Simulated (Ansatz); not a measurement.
## BiSI (space group Pnma, No. 62)

```cif
data_Bi4I4S4
_chemical_formula_sum 'Bi4 S4 I4'
_space_group_name_H-M_alt 'P 1'
_space_group_IT_number 1
_cell_length_a 8.45788
_cell_length_b 4.12670
_cell_length_c 10.29113
_cell_angle_alpha 90.000
_cell_angle_beta 90.000
_cell_angle_gamma 90.000
loop_
_space_group_symop_operation_xyz
  'x, y, z'
loop_
_atom_site_label
_atom_site_type_symbol
_atom_site_fract_x
_atom_site_fract_y
_atom_site_fract_z
_atom_site_occupancy
Bi1 Bi 0.36746 0.25000 0.37581 1
Bi2 Bi 0.63254 0.75000 0.62419 1
Bi3 Bi 0.13254 0.75000 0.87581 1
Bi4 Bi 0.86746 0.25000 0.12419 1
S1 S 0.33781 0.75000 0.54861 1
S2 S 0.66219 0.25000 0.45139 1
S3 S 0.16219 0.25000 0.04861 1
S4 S 0.83781 0.75000 0.95139 1
I1 I 0.48543 0.25000 0.82912 1
I2 I 0.51457 0.75000 0.17088 1
I3 I 0.01457 0.75000 0.32912 1
I4 I 0.98543 0.25000 0.67088 1
```

Computed with PBEsol (Ansatz, a program for electronic structure), without spin-orbit coupling. Γ-centred 3×7×3 mesh, Fermi–Dirac width 0.05 eV.

| Item | Result |
|---|---|
| Volume per atom | 29.93 Å³ |
| Density | 6.80 g/cm³ |
| Band gap | 1.72 eV (uncertain: the edges found on the path are not clean extrema) |
| Total energy | -6853.491 eV/atom (σ→0; compares only within this code and set-up) |

Spin-orbit coupling, missing from the scalar runs, can matter with Bi and I. Gaps are read on the SCF mesh and a high-symmetry path. Whether these cells are dynamically stable was not tested.
